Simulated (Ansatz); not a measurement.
The starting structures come from a database of crystals and need not be the phases stable at ambient conditions.

Tunnelling through a barrier is set by its complex band structure: the current falls as exp(−2κd) with the smallest κ.

```
TiTlPS5
1.0
    7.03260     0.09834    -0.02000
   -2.55908     8.60027    -0.21056
    0.18627     1.03800     6.17806
Ti Tl P S
2 2 2 10
Direct
  0.72339   0.99936   0.50201
  0.27661   0.00064   0.49799
  0.32013   0.54245   0.72742
  0.67987   0.45755   0.27258
  0.09891   0.26902   0.27756
  0.90109   0.73098   0.72244
  0.30391   0.17041   0.15524
  0.69609   0.82959   0.84476
  0.45869   0.86610   0.33072
  0.54131   0.13390   0.66928
  0.94215   0.82512   0.39601
  0.05785   0.17488   0.60399
  0.83186   0.16574   0.15794
  0.16814   0.83426   0.84206
  0.82085   0.49785   0.77126
  0.17915   0.50215   0.22874
```

Space group of this cell: P-1. The cell was relaxed by PBE-D3(BJ).

Transport runs along the normal of the first two printed cell vectors.

No gap correction and no spin-orbit coupling; mid-gap values are interpolated between computed energies.

**Question.** Compute, with r2SCAN run with Ansatz (a quantum-chemistry and plane-wave program), the band gap and the smallest decay constant κ at mid-gap.

**Answer.** Gap 1.26 eV on a 6×4×6 mesh; κ = 0.250 1/Å, at (-0.333, 0.250) of the in-plane reciprocal vectors. At the zone centre, at the nearest computed energy, the slowest state has κ = 0.27 1/Å.
